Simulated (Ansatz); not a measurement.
Given:

End structure of CO on the 1x1 (111) surface of fcc Pt, one in a 2x2 cell, started at the site 'hollow Pt-Pt-Pt over Pt at depth 2.3 Å':

```xyz
18
Lattice="5.6144 0.0000 0.0000 -2.8072 4.8622 0.0000 0.0000 0.0000 26.0000" Properties=species:S:1:pos:R:3 pbc="T T T"
Pt     0.0000     1.6207     9.5649
Pt    -1.4036     4.0519     9.5649
Pt     2.8072     1.6207     9.5649
Pt     1.4036     4.0519     9.5649
Pt     1.4036     0.8104    11.8668
Pt     0.0000     3.2415    11.8668
Pt     4.2108     0.8104    11.8668
Pt     2.8072     3.2415    11.8668
Pt    -0.0097     0.0056    14.1552
Pt    -1.4036     2.4200    14.1552
Pt     2.8169     0.0056    14.1552
Pt     1.4036     2.4311    14.1440
Pt    -0.0116     1.6140    16.5406
Pt    -1.4036     4.0519    16.3915
Pt     2.8188     1.6140    16.5406
Pt     1.4036     4.0653    16.5406
C      1.4036     2.4311    17.8784
O      1.4036     2.4311    19.0637
```

Slab: 18 atoms, 6.9 Å thick at the start under the adsorbate (thin: gaps and levels are the slab's own); k 6x6x1, smearing 0.1 eV, dipole-corrected; single point; on the structure that PBE left under its start's symmetry; no spin, no spin-orbit, no U, no dispersion correction. At the end it is bonded to 3 Pt. In PBE it is, or lies within 0.03 eV of, the lowest of the starts that converged; the order may differ at this level.

A negative adsorption energy means that the adsorbate is more stable on the surface than in its reference.

Question: What work function of the top face does r2SCAN, at the PBE geometry (Ansatz, a first-principles code) give?

Answer: 6.66 eV

Question: Predict the change of the work function from r2SCAN, at the PBE geometry.

Answer: 0.91 eV

Question: What adsorption energy against CO(g) at the same level does r2SCAN, at the PBE geometry give?

Answer: -1.80 eV

Question: What change of the step from the bottom to the top vacuum level, against the clean slab does r2SCAN, at the PBE geometry give?

Answer: 0.92 eV
